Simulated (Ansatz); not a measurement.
Hypothetical CdI2 type MnF2: pressure series

The reference is MnF2 in the CdI2 type structure (space group P-3m1, No. 164; a = 3.328 Å, c = 4.281 Å; ferromagnetic; a hypothetical phase, not in the database extracts checked; layered, stacked along the Cartesian z axis).

Cell and atoms are relaxed at each pressure.

Levels (all Ansatz, a program for electronic structure, PAW): PBE-D3(BJ) (420 eV, scalar-relativistic without spin-orbit coupling); PBEsol-D3(BJ) (420 eV, no spin-orbit coupling).

The base cell above is that of PBE-D3(BJ); each level relaxes its own structures.

| case | band gap, PBE-D3(BJ) | band gap, PBEsol-D3(BJ) |
|---|---|---|
| pressure −1 GPa | 1.77 eV | 1.53 eV |
| pressure 3 GPa | 1.62 eV | 1.40 eV |
| pressure 7 GPa | 1.59 eV | (withheld) |
| pressure 15 GPa | 1.45 eV | 1.28 eV |
| pressure 30 GPa | 1.17 eV | (withheld) |
| pressure 75 GPa | zero | (withheld) |
| pressure 100 GPa | zero | zero |

Q: Some entries are withheld; estimate them.

A: 
- pressure 7 GPa, band gap, PBEsol-D3(BJ): 1.38 eV
- pressure 30 GPa, band gap, PBEsol-D3(BJ): 0.46 eV
- pressure 75 GPa, band gap, PBEsol-D3(BJ): zero

The two levels differ by at most about 0.71 eV. They put the cases in the same order.

A case with no gap was solved on a k-mesh chosen for an insulator, which is coarse for it. From pressure 15 GPa on, the axis ratios lie over 15 % from the base's, so the cell there is far from its starting form. Load acts through the strain it causes; cell and atoms are relaxed under it. Stability against distortions was not tested. No other phases were tried under pressure. No Hubbard U is applied and the magnetic state is the run's own (MnF2 ferromagnetic); small cells can't hold the antiferromagnetic order that many such compounds have, so gaps and moments can be off. Where the two band edges lie in opposite spin channels, the gap is a spin-flip gap. The program warned that a D3 coordination switch lies within reach, so dispersion energies are less smooth here.
